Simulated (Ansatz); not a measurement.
A computed series for PtTe2: response to strain

The parent structure is PtTe2 (space group P-3m1, No. 164; a = 4.0526 Å, c = 5.0969 Å; layered; relaxed with 0.1 eV smearing). Axes: x lies along a and z along c of the hexagonal cell.

Strains are applied to the cell and any free atomic positions relax.

Calculations: Kohn–Sham DFT with the PBE-D3(BJ) functional, run in Ansatz (a first-principles code) with PAW and 420 eV plane waves, without spin-orbit coupling.

Notes on the quantities. pressure: mean of the normal stresses, compression positive; energy relative to the base: free energy F.

```csv
change,pressure,energy relative to the base,largest internal atomic displacement
base,0.0 GPa,0 meV/atom,–
uniaxial strain ε_zz = −3.00 %,2.0 GPa,+5.8 meV/atom,0.021 Å
uniaxial strain ε_zz = −2.50 %,1.6 GPa,+4.0 meV/atom,0.018 Å
uniaxial strain ε_zz = −2.00 %,1.3 GPa,+2.5 meV/atom,0.015 Å
uniaxial strain ε_zz = −1.50 %,0.9 GPa,+1.4 meV/atom,0.011 Å
uniaxial strain ε_zz = −1.00 %,0.6 GPa,+0.6 meV/atom,–
uniaxial strain ε_zz = +0.50 %,-0.3 GPa,+0.1 meV/atom,–
uniaxial strain ε_zz = +1.50 %,(withheld),(withheld),(withheld)
uniaxial strain ε_zz = +2.50 %,-1.2 GPa,+3.3 meV/atom,0.022 Å
uniaxial strain ε_zz = +3.00 %,-1.4 GPa,+4.7 meV/atom,0.027 Å
```

Question: Complete the table.

Answer: 
- uniaxial strain ε_zz = +1.50 %, pressure: -0.8 GPa
- uniaxial strain ε_zz = +1.50 %, energy relative to the base: +1.2 meV/atom
- uniaxial strain ε_zz = +1.50 %, largest internal atomic displacement: 0.013 Å

Stability against distortions was not tested. The final runs are not spin-polarised.
